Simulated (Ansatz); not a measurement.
Base system: CdS in the wurtzite structure (space group P6_3mc, No. 186; a = 4.197 Å, c = 6.830 Å). Axes: x lies along a and z along c of the hexagonal cell.

Perturbation: biaxial strain +0.90 %, plane normal [001], relaxed out of plane (Cartesian); in-plane vectors clamped, the third vector and the atoms free.

Levels (all Ansatz, a first-principles code, PAW, earlier PAW set): PBE (420 eV, spin-orbit coupling left out); r2SCAN (500 eV, no spin-orbit coupling); HSE06 (420 eV, without spin-orbit coupling); PBE+SOC (420 eV, spin-orbit coupling included).

One geometry, relaxed with PBE, under each level:

The valence-band top lists the three highest levels at Γ (Kramers pairs under SOC), from the VBM.

```tsv
level	band gap	lowest conduction level above the VBM at special points	valence-band top at Γ	electron mass	pressure
PBE	1.10 eV	Γ 1.10 eV; A 2.71 eV; L 3.49 eV; M 3.61 eV	0.00, -0.01, -0.01 eV	0.12 mₑ out of plane, 0.12 mₑ in plane (at Γ)	-0.53 GPa
r2SCAN	1.55 eV	Γ 1.55 eV; A 3.15 eV; L 3.89 eV; M 4.08 eV	–	–	-1.93 GPa
HSE06	…	…	–	–	–
PBE+SOC	1.08 eV	Γ 1.08 eV; A 2.69 eV; L 3.47 eV; M 3.60 eV	0.00, -0.01, -0.06 eV	0.12 mₑ out of plane, 0.12 mₑ in plane (at Γ)	-0.58 GPa
```

Problem. Give the withheld HSE06 results.

Solution. 
- HSE06, band gap: 2.11 eV
- HSE06, lowest conduction level above the VBM at special points: Γ 2.11 eV; A 3.76 eV; L 4.52 eV

Single points use the geometry relaxed with PBE. Their cutoffs differ, which shifts pressures a little. The spin-orbit shifts are approximate. Masses are band curvatures over ±0.01 Å⁻¹ around the edge. No phonon test of stability was made.
